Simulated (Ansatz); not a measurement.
## ZnSe, element substitutions

Start from ZnSe in the zinc blende structure (space group F-43m, No. 216; a = 5.6655 Å).

Each row replaces one element on all its sites; cell and atoms are relaxed.

The values are results of r2SCAN (Ansatz, a first-principles code, PAW, no SOC), not measurements.

```tsv
variant	band gap	volume per atom
base	1.87 eV	22.73 Å³
Se → Pt	zero	21.82 Å³
Se → As	zero	(withheld)
Zn → Mg	3.33 eV	26.29 Å³
```

Question: Some entries are withheld; estimate them.

Answer: 
- Se → As, volume per atom: 22.05 Å³

With Pt present, leaving out spin-orbit coupling can change the band edges. Stability against distortions was not tested. As relaxed here, ZnPt and ZnAs are hypothetical phases, not in the database extracts checked. For MgSe in this form, whether it has been made was not checked. All final runs are without spin polarisation. An odd electron count without spin: ZnAs. This is not the structure that MgSe has at room temperature and ambient pressure.
